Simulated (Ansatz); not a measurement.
Cells marked so need not be the phases stable at ambient conditions, and some may be hypothetical.

 Where the default PAW files enter, the runs use the earlier of Ansatz's two default sets.

The gap is the functional's own, uncorrected, and κ follows it; spin-orbit coupling is left out. Mid-gap values are interpolated between the computed energies.

A. SrTaNO2 (I4/mcm, not sure to be the ambient phase, 10 atoms a cell, 13.3 Å³ an atom, -7 GPa at this level), along the normal of (001)
B. VAg3O4 (I-42m, not sure to be the ambient phase, 8 atoms a cell, 15.1 Å³ an atom, -2 GPa at this level), along the normal of (110)
C. CdSnF6 (R-3, not sure to be the ambient phase, 8 atoms a cell, 14.8 Å³ an atom), along the normal of (101)
D. K2Te (Fm-3m, anti-fluorite, not sure to be the ambient phase, 3 atoms a cell, 45.7 Å³ an atom), along the normal of (110)

Task: Rank these by mid-gap decay constant of the slowest evanescent state (lowest first), as Ansatz (a quantum-chemistry and plane-wave program) with PBEsol gives it.

Result: A (0.11 1/Å), B (0.18 1/Å), D (0.22 1/Å), C (0.42 1/Å)
